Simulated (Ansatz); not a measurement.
System: interstitial B in zinc-blende BN (charge state +3). The step: a direct jump of one B atom; the atom moves 2.56 Å along (0.00, -0.50, -0.50) of the unit cell; the moving atom starts with neighbours 6 B at 1.96; 4 N at 1.53 Å and ends with 6 B at 1.96; 4 N at 1.53 Å. A PBE band in Ansatz (plane-wave PAW, a 2×2×2 k-point mesh shifted by half a step, 64 host sites, 98 SCF runs with any check of the saddle's order, static, no finite-size correction) gives a forward barrier of 2.53 eV. The saddle point's order was not checked, and it lies on a symmetry element of the cell, where a band can be held. The charge state is imposed; whether it is stable for some Fermi level was not computed. Sites that were not tried may lie lower.

Single points at the band's start and saddle point can refine it. Rough cost of one point, in units of the band's mean SCF on the same machine:

```tsv
Level	Cost of one point
PBE, a 3×3×3 k-point mesh shifted by half a step	about 3
r2SCAN at 500 eV, a 2×2×2 k-point mesh shifted by half a step	about 2
```

### Question
Which of these move the barrier by more than 0.1 eV, and how far does each move it?

### Answer
PBE, a 3×3×3 k-point mesh shifted by half a step: 0.00 eV; r2SCAN at 500 eV, a 2×2×2 k-point mesh shifted by half a step: +0.24 eV. Each functional is compared with PBE at the same k-points.

Ansatz is a quantum-chemistry and plane-wave program.
